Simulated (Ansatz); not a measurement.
# A computed series for HfB2: response to strain

Start from HfB2 (space group P6/mmm, No. 191; a = 3.128 Å, c = 3.446 Å; relaxed with 0.1 eV smearing). Axes: x lies along a and z along c of the hexagonal cell.

Strains are applied to the cell and any free atomic positions relax.

Computed with PBEsol, PAW, 420 eV (Ansatz, a program for electronic structure; without spin-orbit coupling).

Notes on the quantities. energy relative to the base: free energy F.

| uniaxial strain ε_xx (%) | energy relative to the base (meV/atom) |
|---|---|
| -3 | 18.1 |
| -2.5 | ? |
| -2 | 7.9 |
| -1.5 | 4.4 |
| -1 | 1.9 |
| -0.5 | 0.5 |
| 0 | 0.0 |

Question: Fit ΔE = Aε² + Bε³ (ε in %) to the rows shown and predict the withheld row.

Answer: Least squares on the printed values gives A = 1.90 and B = -0.039 meV/atom (largest residual 0.0 meV/atom); this predicts 12.5 meV/atom, and the run gives 12.5 meV/atom, in agreement.

Stability against distortions was not tested. The final runs are not spin-polarised.
